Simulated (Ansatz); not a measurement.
Results of r²SCAN+SOC (plane waves, PAW; Ansatz, an electronic-structure program) for L1₂ (Cu3Au-type) Pt3Ti.

Numerical settings: plane-wave cutoff 560 eV, 14×14×14 k mesh, Fermi–Dirac smearing 0.05 eV, PAW data made under PBE.

Cell (relaxed at this level):

```cif
data_Pt3Ti
_chemical_formula_sum 'Ti1 Pt3'
_space_group_name_H-M_alt 'Pm-3m'
_space_group_IT_number 221
_space_group_name_Hall '-P 4 2 3'
_cell_length_a 3.91838
_cell_length_b 3.91838
_cell_length_c 3.91838
_cell_angle_alpha 90.000
_cell_angle_beta 90.000
_cell_angle_gamma 90.000
loop_
_atom_site_label
_atom_site_type_symbol
_atom_site_symmetry_multiplicity
_atom_site_Wyckoff_symbol
_atom_site_fract_x
_atom_site_fract_y
_atom_site_fract_z
_atom_site_occupancy
Ti1 Ti 1 a 0.00000 0.00000 0.00000 1
Pt1 Pt 3 c 0.00000 0.50000 0.50000 1
```

Task: What does this level give for the bulk modulus B0 and pressure derivative B′ of the bulk modulus?

Result: 
bulk modulus B0: 258 GPa
pressure derivative B′ of the bulk modulus: 5.0

The run finds no gap.

Static lattice: no zero-point or thermal effects.

Cost on a shared machine: around 100 core-minutes (rough).
